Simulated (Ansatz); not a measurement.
Base system: ZnGeP₂ in the chalcopyrite structure (space group I-42d, No. 122; a = 5.3740 Å, c = 10.6255 Å). Axes: x, y, z lie along a, b, c of the conventional cell.

The values are results of Ansatz (a program for electronic structure), LDA, PAW, cutoff 420 eV, no SOC, not measurements.

Before the change:

Valence-band top at Γ: 0.00, -0.07, -0.07 eV
Pressure: -0.1 kbar
Width of the top valence band: 1.56 eV

The change: uniaxial strain ε_zz = +3.00 %, all other strain components held at zero; the atoms relax in the strained cell.

Question: How does this affect the valence-band top at Γ, pressure, energy relative to the base and width of the top valence band?

Answer: The valence-band top at Γ (three highest levels, from the VBM) becomes 0.00, 0.00, -0.10 eV (base: 0.00, -0.07, -0.07 eV); the pressure (mean of the normal stresses, compression positive) shrinks by 24.69 kbar (-0.1 kbar → -24.7 kbar); the energy rises by 7.3 meV/atom; the width of the top valence band decreases by 0.13 eV to 1.43 eV.

The levels and masses belong to the bands next to the band gap. No phonon test of stability was made.
